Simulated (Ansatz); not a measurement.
## HCl on the 1x1 (100) surface of rock-salt MgO (cut with top plane Mg + O), one in a 2x2 cell, started at the site 'hollow Mg-Mg-O-O'

Host crystal: rock-salt MgO, with a band gap (PBE, scalar-relativistic without spin-orbit coupling).

Calculation: PBE with D3(BJ) dispersion (plane waves to 420 eV, PAW; Ansatz, an electronic-structure program).

Slab: 34 atoms, 6.4 Å thick at the start under the adsorbate (thin: gaps and levels are the slab's own); k 3x3x1, smearing 0.01 eV, dipole-corrected; 16 atoms held, the rest relaxed; held to the start's symmetry, so lower structures may exist; no spin, no spin-orbit, no U. At the end it is bonded to 2 Mg + O. In D3-corrected PBE this state lies 0.09 eV over the lowest of the starts that converged ('bridge Mg-O (span 2.1 Å)', where the adsorbate came apart).

energy of the end state, in which the adsorbate came apart, against HCl(g): -1.08 eV
change of the step from the bottom to the top vacuum level, against the clean slab: 2.45 eV
energy released by relaxation: 0.90 eV
height of the binding atom over the mean of the host atoms within 0.3 Å of the top one: 4.518 bohr
largest move of a host atom: 0.15 Å
cost: about 12 core-minutes (a rough figure)

A negative adsorption energy means that the adsorbate is more stable on the surface than in its reference.
